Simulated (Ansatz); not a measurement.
Consider the following.

```xyz
2
Lattice="0.0000 3.2492 3.2492 3.2492 0.0000 3.2492 3.2492 3.2492 0.0000" Properties=species:S:1:pos:R:3 pbc="T T T"
I      4.8738     4.8738     4.8738
Ag     0.0000     0.0000     0.0000
```

No spin polarisation.

The values are results of PBE (Ansatz, a program for electronic structure, PAW, scalar-relativistic without spin-orbit coupling), not measurements. k-mesh 9×9×9 (Γ-centred); smearing 0.05 eV (Fermi–Dirac).

### Question
What band gap does the calculation give?

### Answer
1.34 eV.

### Question
What is the computed width of the top valence band?

### Answer
1.78 eV.

### Question
Estimate the hole mass (degenerate bands, along [100]).

### Answer
0.21, 0.72, 0.72 mₑ (at Γ).

With I present, leaving out spin-orbit coupling can change the band edges. Load acts through the strain it causes; cell and atoms are relaxed under it. Masses are band curvatures over ±0.01 Å⁻¹ around the edge. No phonon test of stability was made. The cell was made from AgI in the zinc blende structure (space group F-43m, No. 216) by this change: pressure 1.8 GPa.
